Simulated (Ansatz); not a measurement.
**Os: response to strain**

The reference is Os in the hcp (Mg type) structure (space group P6_3/mmc, No. 194; a = 2.754 Å, c = 4.347 Å; relaxed with 0.1 eV smearing). Axes: x lies along a and z along c of the hexagonal cell.

Strains are applied to the cell and any free atomic positions relax; under biaxial strain the out-of-plane vector relaxes too.

The values are results of PBE/PAW in Ansatz (a quantum-chemistry and plane-wave program), without spin-orbit coupling, not measurements.

Notes on the quantities. in-plane stress: mean in-plane stress (compression positive).

```json
[
 {"variant": "base", "in-plane stress": "–", "volume per atom": "14.28 Å³"},
 {"variant": "biaxial strain −2.50 %, plane normal [001], relaxed out of plane", "in-plane stress": "+24.3 GPa", "volume per atom": "13.76 Å³"},
 {"variant": "biaxial strain −2.00 %, plane normal [001], relaxed out of plane", "in-plane stress": "+18.9 GPa", "volume per atom": "13.86 Å³"},
 {"variant": "biaxial strain −1.50 %, plane normal [001], relaxed out of plane", "in-plane stress": "+13.7 GPa", "volume per atom": "13.97 Å³"},
 {"variant": "biaxial strain −0.50 %, plane normal [001], relaxed out of plane", "in-plane stress": "+4.3 GPa", "volume per atom": "14.18 Å³"},
 {"variant": "biaxial strain +0.50 %, plane normal [001], relaxed out of plane", "in-plane stress": "-4.0 GPa", "volume per atom": "14.39 Å³"},
 {"variant": "biaxial strain +1.00 %, plane normal [001], relaxed out of plane", "in-plane stress": "-7.8 GPa", "volume per atom": "14.49 Å³"},
 {"variant": "biaxial strain +1.50 %, plane normal [001], relaxed out of plane", "in-plane stress": "-11.3 GPa", "volume per atom": "14.59 Å³"},
 {"variant": "biaxial strain +2.00 %, plane normal [001], relaxed out of plane", "in-plane stress": "___", "volume per atom": "___"},
 {"variant": "biaxial strain +2.50 %, plane normal [001], relaxed out of plane", "in-plane stress": "-17.7 GPa", "volume per atom": "14.80 Å³"}
]
```

Some entries are withheld; estimate them.


- biaxial strain +2.00 %, plane normal [001], relaxed out of plane, in-plane stress: -14.6 GPa
- biaxial strain +2.00 %, plane normal [001], relaxed out of plane, volume per atom: 14.70 Å³

No phonon test of stability was made. The final runs are not spin-polarised.
